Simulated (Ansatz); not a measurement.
# The (100) surface of orthorhombic GeSe in its 1x1 cell (cut with top plane Ge + Se, bottom plane Ge + Se), outermost plane spacing 0.24 Å in the ideal cut

Computed with PBE with D3(BJ) dispersion (plane waves to 420 eV, PAW; Ansatz, a program for electronic structure).

Model: 12-atom slab, Ge6Se6, 13.7 Å thick at the start, 7x6x1 mesh, Fermi-Dirac 0.025 eV, dipole correction, all atoms relaxed; symmetry of the start imposed; no spin, no spin-orbit, no U.

| Item | Result |
|---|---|
| surface energy (mean of both faces) | 0.30 J/m² |
| surface energy before relaxation | 0.31 J/m² |
| energy released by relaxation | 0.026 eV |
| cost | very roughly 5 core-minutes |
